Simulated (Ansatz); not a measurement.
Consider a 24-atom supercell of TiS₂ in the CdI2 type structure (space group P-3m1, No. 164; a = 3.298 Å, c = 5.340 Å; layered, stacked along the Cartesian z axis) at its relaxed geometry.

Method: PBEsol-D3(BJ) (Ansatz, an electronic-structure program; PAW; 420 eV plane waves; scalar-relativistic without spin-orbit coupling).

One neutral defect a cell, atoms relaxed at fixed cell.

One change was made to it. Results:

| quantity | base | after |
|---|---|---|
| pressure | 0.0 GPa | 1.8 GPa |
| largest displacement of a host atom from its site in the perfect cell | – | 0.11 Å |

Task: What was done to the base?
(A) H interstitial (started 2.27 Å from the nearest host atom), symmetric start
(B) Zr on a Ti site
(C) Ca on a Ti site

Result: B, Zr on a Ti site. For comparison, the pressure in the other runs: H interstitial (started 2.27 Å from the nearest host atom), symmetric start gives -0.4 GPa; Ca on a Ti site gives 2.9 GPa.

The cell is small, so the values are those of an ordered compound at a high defect concentration; dilute-limit values will differ. Defects with a symmetric start kept the site's symmetry and may sit on a saddle; the others started slightly shaken. All final runs are without spin polarisation.
